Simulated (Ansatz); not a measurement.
## What Te interstitial (started 2.78 Å from the nearest host atom), symmetric start does to SnTe

The parent structure is a 24-atom supercell of SnTe in the rock salt structure (space group Fm-3m, No. 225; a = 6.4093 Å) at its relaxed geometry.

It is then changed as follows: a neutral Te interstitial (started 2.78 Å from the nearest host atom), symmetric start, atoms relaxed at fixed cell.

Level of theory: plane-wave PAW DFT at the PBE level (Ansatz, a first-principles code, 420 eV), spin-orbit coupling left out, earlier PAW set. Settings: 5×3×5 k-points, 0.05 eV Fermi–Dirac smearing.

| quantity | base | changed | shift |
|---|---|---|---|
| pressure | 0.0 GPa | 3.0 GPa | +3.0 GPa |
| gap of the supercell | 0.05 eV | zero | – |
| largest displacement of a host atom from its site in the perfect cell | – | 1.33 Å | – |
| final site of the added atom | – | 4 Te at 2.71–3.57 Å and 3 Sn at 2.95 Å | – |

In so small a cell the defect repeats every few ångströms: this is an ordered compound, not a dilute defect. The defect started on the symmetric site and kept its symmetry, so it may sit on a saddle. Spin-orbit coupling, missing from the scalar runs, can matter with Te. The final runs are not spin-polarised. The defect cell is not spin-polarised. The zero or small gap of SnTe can change with the level of theory.
